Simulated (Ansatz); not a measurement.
The starting structures come from a database of crystals and need not be the phases stable at ambient conditions.

 Where the default PAW files enter, the runs use the earlier of Ansatz's two default sets.

Input:

```
HfO2
1.0
    3.33360     0.00000     0.00000
    0.00000     5.55640     0.00000
    0.00000     0.00000     6.50500
Hf O
4 8
Direct
  0.75000   0.75132   0.10787
  0.25000   0.24868   0.89213
  0.25000   0.74868   0.60787
  0.75000   0.25132   0.39213
  0.25000   0.97921   0.34145
  0.75000   0.02079   0.65855
  0.75000   0.52079   0.84145
  0.25000   0.47921   0.15855
  0.25000   0.86050   0.92340
  0.75000   0.13950   0.07660
  0.75000   0.63950   0.42340
  0.25000   0.36050   0.57660
```

Space group of this cell: Pnma. The cell is taken as given; by r2SCAN its mean pressure is -3.3 GPa.

Method: r2SCAN (plane waves, PAW; Ansatz, an electronic-structure program).

The current runs along the normal of the first two printed vectors; no spin-orbit coupling. Scaled by the factor s: the length along the current (ions clamped). Meshes 10×6×6 and 10×6 across the current in all rows.

```json
[
 {"s": "0.97", "mean pressure (GPa)": "6.2", "slowest mid-gap decay constant κ (1/Å)": "?"},
 {"s": "1.00", "mean pressure (GPa)": "-3.3", "slowest mid-gap decay constant κ (1/Å)": "0.412"},
 {"s": "1.03", "mean pressure (GPa)": "-11.2", "slowest mid-gap decay constant κ (1/Å)": "0.394"}
]
```

Q: Take the slope of the slowest mid-gap decay constant κ against ln s from the two given rows, extrapolate to s = 0.97, and say what the run there gives.

A: Slope = (0.394 − 0.412) / ln 1.03 = -0.609 1/Å. The line gives 0.412 + (-0.609) × ln 0.97 = 0.431 1/Å. The run gives 0.431 1/Å, as the line does.
